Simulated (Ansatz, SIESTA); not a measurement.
A SIESTA input for a self-consistent single point of Mg3Sb2 (P-3m1, 5 atoms in the cell) (DFT, LDA PW92, numerical atomic orbitals DZP, PseudoDojo LDA standard norm-conserving potentials (rewritten from UPF to PSML)):

```
# files in the folder: Mg.psml Sb.psml (PseudoDojo LDA standard)
SystemName  Mg3Sb2
SystemLabel mg3sb2

NumberOfAtoms                5
NumberOfSpecies              2
%block ChemicalSpeciesLabel
  1 12 Mg
  2 51 Sb
%endblock ChemicalSpeciesLabel
LatticeConstant              1.0 Bohr
%block LatticeVectors
     8.508605260    0.000000000    0.000000000
    -4.254302630    7.368667659    0.000000000
     0.000000000    0.000000000   13.481126649
%endblock LatticeVectors
AtomicCoordinatesFormat      Ang
%block AtomicCoordinatesAndAtomicSpecies
     0.000000000    0.000000000    0.000000000  1
    -0.000002251    2.599555300    2.615432251  1
     2.251282251    1.299775700    4.518472749  1
    -0.000002251    2.599555300    5.506447252  2
     2.251282251    1.299775700    1.627457748  2
%endblock AtomicCoordinatesAndAtomicSpecies

XC.functional                LDA
XC.authors                   PW92
PAO.BasisSize                DZP
PAO.EnergyShift              0.01 Ry
MeshCutoff                   400 Ry
%block kgrid.MonkhorstPack
    7   0   0  0.0
    0   7   0  0.0
    0   0   4  0.0
%endblock kgrid.MonkhorstPack
OccupationFunction           FD
ElectronicTemperature        50.0 meV

MaxSCFIterations             150
SCF.Mixer.Method             Pulay
SCF.Mixer.Weight             0.2
SCF.Mixer.History            8
SCF.DM.Tolerance             1.0E-05
Diag.ParallelOverK           true
WriteForces                  true
Charge.Mulliken              end
```

Question: Give the Ansatz (a program for electronic structure) input for the same structure, mesh, smearing and functional.

Answer: One input that does it (others would too):

Ansatz 0.2 input:
```yaml
crystal:
  lattice:
    - [4.502560, 0.000000, 0.000000]
    - [-2.251280, 3.899331, 0.000000]
    - [0.000000, 0.000000, 7.133905]
  atoms:
    - { symbol: Mg, position: [0.000000, 0.000000, 0.000000] }
    - { symbol: Mg, position: [0.333333, 0.666667, 0.366620] }
    - { symbol: Mg, position: [0.666667, 0.333333, 0.633380] }
    - { symbol: Sb, position: [0.333333, 0.666667, 0.771870] }
    - { symbol: Sb, position: [0.666667, 0.333333, 0.228130] }
basis:
  ecutwfc: 420.0
kpoints:
  mp_grid:
    grid: [7, 7, 4]
hamiltonian:
  xc: lda
  pseudopotentials:
    kind: paw
scf:
  occupations:
    method: fermi_dirac
    width: 0.05
output:
  forces: true
  eigenvalues: true
  stress: true
```

Basis settings and potentials, where a program has them, do not carry over. This input uses DFT, LDA (PW92), plane waves, default PAW files made with PBE. LDA parametrisations can differ slightly between programs.

The starting cell comes from a database of computed structures (which also holds hypothetical and non-ambient phases and stackings), without a prior relaxation at this level. Its lattice was rescaled by a random factor within 2.5 % of one.
